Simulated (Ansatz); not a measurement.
Take Cu₃N (space group Pm-3m, No. 221) as the base.

```xyz
4
Lattice="3.8269 0.0000 0.0000 0.0000 3.8269 0.0000 0.0000 0.0000 3.8269" Properties=species:S:1:pos:R:3 pbc="T T T"
Cu     1.9134     0.0000     0.0000
Cu     0.0000     1.9134     0.0000
Cu     0.0000     0.0000     1.9134
N      0.0000     0.0000     0.0000
```

Cartesian axes are those of the cell as printed.

Level of theory: PBE, PAW, 420 eV (Ansatz, a first-principles code; without spin-orbit coupling).

Strains are applied to the cell and any free atomic positions relax; under biaxial strain the out-of-plane vector relaxes too.

One change was made to it. Results:

The pressure (mean of the normal stresses, compression positive) goes from zero to -3.70 GPa; the smallest direct gap grows by 0.06 eV, from 0.75 eV to 0.81 eV.

Which of these changes matches the shifts?
A. biaxial strain +0.60 %, plane normal [001], relaxed out of plane
B. biaxial strain +2.40 %, plane normal [001], relaxed out of plane
C. biaxial strain +1.80 %, plane normal [001], relaxed out of plane

B, biaxial strain +2.40 %, plane normal [001], relaxed out of plane. For comparison, the pressure in the other runs: biaxial strain +1.80 %, plane normal [001], relaxed out of plane gives -2.88 GPa; biaxial strain +0.60 %, plane normal [001], relaxed out of plane gives -1.04 GPa.

Whether these cells are dynamically stable was not tested. The final runs are not spin-polarised. A zero or small gap of Cu3N can be the functional's error rather than a property of the material.
